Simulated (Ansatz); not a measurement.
System: Ge2Sb2Te5 (model structure, P3m1, No. 156, 9 atoms in the cell). Method: LDA (Ansatz, a program for electronic structure, plane waves, PAW).

Run with plane-wave cutoff 520 eV, 12×12×2 k mesh (along the axes of the cell as run), Fermi–Dirac smearing 0.01 eV, scalar-relativistic PAW data made under PBE.

Cell (relaxed at this level):

```yaml
crystal:
  lattice:
    - [4.18747, 0.00000, 0.00000]
    - [-2.09373, 3.62645, 0.00000]
    - [0.00000, 0.00000, 16.79210]
  atoms:
    - { symbol: Te, position: [0.00000, 0.00000, 0.98621] }
    - { symbol: Sb, position: [0.33333, 0.66667, 0.09212] }
    - { symbol: Te, position: [0.66667, 0.33333, 0.20578] }
    - { symbol: Sb, position: [0.00000, 0.00000, 0.32778] }
    - { symbol: Te, position: [0.33333, 0.66667, 0.42926] }
    - { symbol: Te, position: [0.66667, 0.33333, 0.58086] }
    - { symbol: Ge, position: [0.00000, 0.00000, 0.66474] }
    - { symbol: Te, position: [0.33333, 0.66667, 0.78434] }
    - { symbol: Ge, position: [0.66667, 0.33333, 0.87009] }
```

Question: Predict the band gap.

Answer: 
- band gap = 0.16 eV (on the SCF k mesh)

Note: the relaxation could raise the start's symmetry but not lower it, so the cell can be a saddle point.

Spin–orbit coupling is not included; it can close the smallest gap of 0.16 eV.

It cost around 7 core-minutes (rough) of CPU time.

A model structure was made by putting elements into a prototype or built by hand; it is no filed structure, need not be a known phase, and can be a saddle point held by its symmetry.
